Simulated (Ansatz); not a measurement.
GaMo₃ (model structure, started from the Cu3Au type, Pm-3m, No. 221, 4 atoms in the cell), treated with LDA in Ansatz (PAW).

Settings: plane-wave cutoff 520 eV, 14×14×14 k mesh, Fermi–Dirac smearing 0.05 eV, no spin polarisation, scalar-relativistic PAW data made under PBE.

Cell (relaxed at this level):

```cif
data_GaMo3
_chemical_formula_sum 'Mo3 Ga1'
_space_group_name_H-M_alt 'Pm-3m'
_space_group_IT_number 221
_space_group_name_Hall '-P 4 2 3'
_cell_length_a 3.88371
_cell_length_b 3.88371
_cell_length_c 3.88371
_cell_angle_alpha 90.000
_cell_angle_beta 90.000
_cell_angle_gamma 90.000
loop_
_atom_site_label
_atom_site_type_symbol
_atom_site_symmetry_multiplicity
_atom_site_Wyckoff_symbol
_atom_site_fract_x
_atom_site_fract_y
_atom_site_fract_z
_atom_site_occupancy
Mo1 Mo 3 c 0.00000 0.50000 0.50000 1
Ga1 Ga 1 a 0.00000 0.00000 0.00000 1
```

Give the computed bulk modulus B0.


- bulk modulus B0 = 249 GPa

Note: the run has no spin polarisation, so it can have missed a magnetic state; the bulk modulus is −V dP/dV from two relaxed cells at ±2 % in volume; the relaxation could raise the start's symmetry but not lower it, so the cell can be a saddle point.

Computed values are for the static lattice.

A model structure was made by putting elements into a prototype or built by hand; it is no filed structure, need not be a known phase, and can be a saddle point held by its symmetry.

Ansatz is a program for electronic structure.
